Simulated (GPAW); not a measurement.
Worked example: self-consistent single point of Hf₃Si (Fm-3m, 4 atoms in the cell) in GPAW.

Method of the run: PBE, GPAW PAW datasets PBE (gpaw-data 1.0.1) (plane waves; GPAW 25.7.0).

```
CELL_PARAMETERS angstrom
      0.00000     3.73582     3.73582
      3.73582     0.00000     3.73582
      3.73582     3.73582     0.00000
ATOMIC_POSITIONS crystal
  Si 0.00000 0.00000 0.00000
  Hf 0.50000 0.50000 0.50000
  Hf 0.25000 0.25000 0.25000
  Hf 0.75000 0.75000 0.75000
```

Reference input (self-consistent single point, DFT PBE, plane waves, GPAW PAW datasets PBE (gpaw-data 1.0.1)): mode = pw; ecut = 550 eV; xc = PBE; kpts = 5 5 5; mesh shift (steps) = 0 0 0; occupations.name = methfessel-paxton; occupations.width = 0.2 eV; occupations.order = 0; nbands = -8; convergence.density = 1e-05 e/electron; symmetry.symmorphic = false; symmetry.tolerance = 0.0005. This run's input differs from it in these lines:

```diff
@@ -17,3 +17,3 @@
             kpts=(5, 5, 5),
-            occupations={'name': 'methfessel-paxton', 'width': 0.2, 'order': 0},
+            occupations={'name': 'methfessel-paxton', 'width': 0.05, 'order': 0},
             nbands=-8,
```

Output (repeated stretches shortened):

```
     iter     time        total  log10-change:
                         energy   eigst   dens
iter:   1 --:--:--   -26.378536
iter:   2 --:--:--   -26.312480   -1.56  -1.24
iter:   3 --:--:--   -26.066236   -0.58  -1.26
iter:   4 --:--:--   -26.038222   -1.55  -1.67
iter:   5 --:--:--   -26.074255   -1.01  -1.72
iter:   6 --:--:--   -26.069647   -1.20  -1.70
iter:   7 --:--:--   -26.069917c  -1.97  -2.00
iter:   8 --:--:--   -26.014150   -3.05  -1.97
iter:   9 --:--:--   -25.997919   -2.73  -2.16
iter:  10 --:--:--   -26.013833c  -3.20  -2.25
iter:  11 --:--:--   -25.990905   -2.95  -2.12
iter:  12 --:--:--   -25.978248   -1.92  -2.24
iter:  13 --:--:--   -25.978403c  -2.86  -2.98
iter:  14 --:--:--   -25.977895c  -4.07  -3.04
iter:  15 --:--:--   -25.978078c  -4.43  -3.23
iter:  16 --:--:--   -25.977904c  -3.92  -3.06
iter:  17 --:--:--   -25.977932c  -4.52  -3.70
   [... 8 lines left out ...]
iter:  26 --:--:--   -25.977896c  -7.26  -4.32
iter:  27 --:--:--   -25.977892c  -6.78  -4.37
iter:  28 --:--:--   -25.977884c  -6.84  -4.54
iter:  29 --:--:--   -25.977884c  -7.33  -4.97
iter:  30 --:--:--   -25.977886c  -8.26c -5.01c
Converged after 30 iterations.

Dipole moment: (-0.000007, -0.000007, -0.000007) |e|*Ang

Energy contributions relative to reference atoms: (reference = -1237544.690076)

Kinetic:        -35.205528
Potential:      +27.630283
External:        +0.000000
XC:             -16.923229
Entropy (-ST):   -0.013197
Local:           -1.472813
SIC:             +0.000000
--------------------------
Free energy:    -25.984485
Extrapolated:   -25.977886

Showing only first 2 kpts
 Kpt  Band  Eigenvalues  Occupancy
  0    18      5.58274    2.00000
  0    19      7.01301    1.97037
  0    20      7.01301    1.97037
  0    21      7.01301    1.97037

  1    18      5.96602    2.00000
  1    19      7.03257    1.89515
  1    20      7.03257    1.89514
  1    21      7.15221    0.07805

Fermi level: 7.08991

No gap
No difference between direct/indirect transitions
Energy (eV): -25.977886

Forces in eV/Ang:
  0 Si    0.00000   -0.00000   -0.00000
  1 Hf    0.00000   -0.00000    0.00000
  2 Hf   -0.00000   -0.00000    0.00000
  3 Hf   -0.00000   -0.00000    0.00000

Stress tensor:
     0.115449    -0.000000     0.000000
    -0.000000     0.115449     0.000000
     0.000000     0.000000     0.115449
Stress (GPa, Voigt): [18.497 18.497 18.497  0.     0.    -0.   ]
```

The run converged in 30 iterations. GPAW prints stress with tension positive. Against the reference run the free energy rises by 21.1 meV/atom and the pressure goes from -18.31 to -18.50 GPa.

The starting cell was generated: these elements placed on a structure prototype, without a prior relaxation; it need not be a known phase or ordering of this composition. Its lattice was rescaled by a random factor within 2.5 % of one. With a pressure of about -18 GPa the cell is away from its equilibrium volume at this level.

Cost on one core of a shared machine: roughly 60 s.
